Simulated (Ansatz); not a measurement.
Consider F-vacancy pair (F on one host O site, one O site vacant) in monoclinic ZrO2, charge state +3. Level of theory: PBE, PAW (plane waves to 420 eV; Ansatz, a quantum-chemistry and plane-wave program).

Settings: 96 host sites, the relaxed PBE lattice, the Γ point alone, smearing 0.01 eV, spin-restricted, no image-charge correction. No zero-point or tunnelling terms. The charge state is imposed; whether it is stable for some Fermi level was not computed. Forms of the defect that were not tried may lie lower.

Barriers: single points on a 2×2×2 k-point mesh shifted by half a step at the bands' geometries.

Relaxed starting cell (atoms counted from 1):

```
Zr32FO62
1.0
   10.37868     0.00000     0.00000
    0.00000    10.48354     0.00000
   -1.80708     0.00000    10.60481
Zr F O
32 1 62
Cartesian
  0.87399   2.50425   3.68309
 -0.12083   2.39071   9.07822
  0.77005   7.65122   3.76810
 -0.11704   7.66674   9.04150
  5.93678   2.41583   3.74319
  5.08025   2.40111   9.04936
  5.97582   7.57577   3.75415
  5.02729   7.64106   9.10133
  3.50603   2.84025   1.50379
  2.62104   2.91576   6.84487
  3.49370   8.07158   1.53869
  2.62307   8.06951   6.83626
  8.68907   2.83564   1.52195
  7.79426   2.81886   6.81981
  8.67611   8.06670   1.52217
  7.63813   7.90123   6.95454
  3.03482   5.04787   4.16632
  2.12288   5.02151   9.48842
  3.07210  10.23559   4.16295
  2.14791  10.24233   9.52698
  8.23929   4.98902   4.18552
  7.34302   4.96954   9.50204
  8.07030  10.27119   4.00846
  7.32782  10.26417   9.48223
  1.23298   0.21086   1.11043
  0.58453   0.30225   6.53185
  1.23176   5.50451   1.08628
  0.32986   5.48049   6.39334
  6.40652   0.24174   1.05499
  5.52649   0.23986   6.43152
  6.42702   5.45199   1.10380
  5.50718   5.41715   6.40555
 -0.49726   0.78683   4.62465
 -1.36530   0.95781   9.85632
 -0.43245   6.13483   4.48210
 -1.37267   6.21632   9.78728
  4.80633   0.86630   4.49088
  3.85122   0.91238   9.78924
  4.75014   6.13918   4.49896
  3.83212   6.15319   9.82215
  4.70888   4.32736   0.78040
  3.80834   4.34783   6.06822
  4.70974   9.56188   0.78983
  3.80943   9.58114   6.09102
  9.93595   4.29532   0.77357
  9.00857   4.31597   6.10105
  9.92632   9.50937   0.74217
  4.23215   3.52507   3.43599
  3.37999   3.56108   8.72655
  4.29251   8.76085   3.45883
  3.33529   8.74711   8.76062
  9.45064   3.45906   3.47302
  8.57485   3.51752   8.71162
  9.42845   8.84002   3.51538
  8.62318   8.93284   8.53106
 -0.03222   1.61278   1.95999
 -0.88795   1.54760   7.14249
 -0.00040   6.96063   1.87284
 -0.88019   7.06442   7.05935
  5.19932   1.72171   1.82939
  4.31889   1.72537   7.13076
  5.20812   6.93061   1.87943
  4.32318   6.94581   7.15704
  1.45895   3.94531   5.16212
  0.54041   3.89493  10.46665
  1.40817   9.19798   5.19943
  0.54004   9.12828  10.47100
  6.64249   3.85276   5.17357
  5.75273   3.89485  10.46828
  6.92949   9.11036   5.27315
  5.74173   9.14006  10.48301
  2.81707   1.33414   0.11286
  1.89376   1.40337   5.40126
  2.81506   6.58718   0.11497
  1.92135   6.62352   5.40940
  8.02074   1.34961   0.10237
  7.16953   1.29338   5.39179
  8.01043   6.58327   0.12935
  7.07943   6.51763   5.42888
  2.38495   1.27143   2.76964
  1.54054   1.30577   8.07977
  2.35604   6.51101   2.75823
  1.42741   6.53919   8.06775
  7.52973   1.27249   2.71799
  6.66450   1.26764   8.05636
  7.56802   6.51242   2.78545
  6.65900   6.50460   8.08968
  1.87153   3.94802   2.51711
  1.00467   3.97106   7.80948
  1.92389   9.19431   2.53560
  1.02688   9.24890   7.83215
  7.12127   3.95087   2.51389
  6.22017   3.95402   7.81849
  7.04995   9.20829   2.51434
  6.14640   9.18598   7.84558
```
Cell charge +3.

End state 1 differs by these moves (Å; atoms that move under 0.08 Å are left out):

| atom | element | Δx | Δy | Δz |
|---|---|---|---|---|
| 1 | Zr | 0.05 | 0.07 | -0.05 |
| 16 | Zr | 0.05 | 0.07 | -0.05 |
| 23 | Zr | -0.09 | -0.10 | 0.05 |
| 26 | Zr | -0.09 | -0.10 | 0.05 |
| 33 | F | -0.82 | -1.58 | 1.34 |
| 54 | O | 0.02 | 0.09 | -0.07 |
| 55 | O | -0.03 | -0.07 | 0.10 |
| 56 | O | -0.03 | -0.07 | 0.10 |
| 57 | O | 0.02 | 0.09 | -0.07 |
| 70 | O | -0.26 | -0.04 | -0.08 |
| 73 | O | -0.26 | -0.04 | -0.08 |

Task: Estimate the forward and backward barriers to end state 1 that PBE, PAW returns for this input.

Result: forward 0.48 eV, backward 0.48 eV; at the saddle point atom 33 has neighbours 2 O at 2.51; 2 Zr at 2.02 Å. The saddle point's order was not checked, and it lies on a symmetry element of the cell, where a band can be held.

End state 2 differs by these moves (Å; atoms that move under 0.08 Å are left out):

```json
[
 {"atom": "4", "element": "Zr", "Δx": "0.04", "Δy": "-0.04", "Δz": "0.07"},
 {"atom": "7", "element": "Zr", "Δx": "-0.10", "Δy": "-0.07", "Δz": "-0.15"},
 {"atom": "10", "element": "Zr", "Δx": "-0.08", "Δy": "-0.02", "Δz": "-0.01"},
 {"atom": "16", "element": "Zr", "Δx": "0.21", "Δy": "0.13", "Δz": "0.03"},
 {"atom": "23", "element": "Zr", "Δx": "0.18", "Δy": "0.00", "Δz": "0.05"},
 {"atom": "26", "element": "Zr", "Δx": "-0.23", "Δy": "-0.11", "Δz": "-0.03"},
 {"atom": "30", "element": "Zr", "Δx": "-0.11", "Δy": "0.10", "Δz": "0.06"},
 {"atom": "32", "element": "Zr", "Δx": "0.00", "Δy": "0.08", "Δz": "0.00"},
 {"atom": "33", "element": "F", "Δx": "0.05", "Δy": "0.17", "Δz": "-0.14"},
 {"atom": "35", "element": "O", "Δx": "-0.03", "Δy": "0.08", "Δz": "0.04"},
 {"atom": "37", "element": "O", "Δx": "-0.07", "Δy": "0.04", "Δz": "0.05"},
 {"atom": "52", "element": "O", "Δx": "0.04", "Δy": "0.07", "Δz": "-0.03"},
 {"atom": "54", "element": "O", "Δx": "0.10", "Δy": "0.05", "Δz": "-0.15"},
 {"atom": "55", "element": "O", "Δx": "-0.03", "Δy": "-0.12", "Δz": "0.25"},
 {"atom": "57", "element": "O", "Δx": "-0.02", "Δy": "0.12", "Δz": "-0.03"},
 {"atom": "59", "element": "O", "Δx": "0.02", "Δy": "-0.12", "Δz": "0.15"},
 {"atom": "61", "element": "O", "Δx": "-0.10", "Δy": "-0.01", "Δz": "0.08"},
 {"atom": "62", "element": "O", "Δx": "-0.06", "Δy": "-0.07", "Δz": "-0.05"},
 {"atom": "68", "element": "O", "Δx": "0.03", "Δy": "0.08", "Δz": "-0.02"},
 {"atom": "70", "element": "O", "Δx": "1.81", "Δy": "0.47", "Δz": "0.67"},
 {"atom": "73", "element": "O", "Δx": "-0.08", "Δy": "-0.05", "Δz": "0.02"},
 {"atom": "77", "element": "O", "Δx": "-0.11", "Δy": "-0.03", "Δz": "0.00"},
 {"atom": "79", "element": "O", "Δx": "-0.11", "Δy": "0.44", "Δz": "-0.04"},
 {"atom": "81", "element": "O", "Δx": "-0.10", "Δy": "-0.05", "Δz": "-0.01"},
 {"atom": "84", "element": "O", "Δx": "0.07", "Δy": "0.00", "Δz": "0.04"},
 {"atom": "85", "element": "O", "Δx": "-0.05", "Δy": "0.05", "Δz": "0.03"},
 {"atom": "94", "element": "O", "Δx": "-0.01", "Δy": "-0.01", "Δz": "0.20"},
 {"atom": "95", "element": "O", "Δx": "0.07", "Δy": "0.05", "Δz": "-0.13"}
]
```

Task: What is the computed forward and backward barriers to end state 2 (PBE, PAW)?

Result: forward 0.90 eV, backward 0.052 eV; at the saddle point atom 70 has neighbours Zr at 1.99, Zr at 2.01 Å. The saddle point's order was not checked.
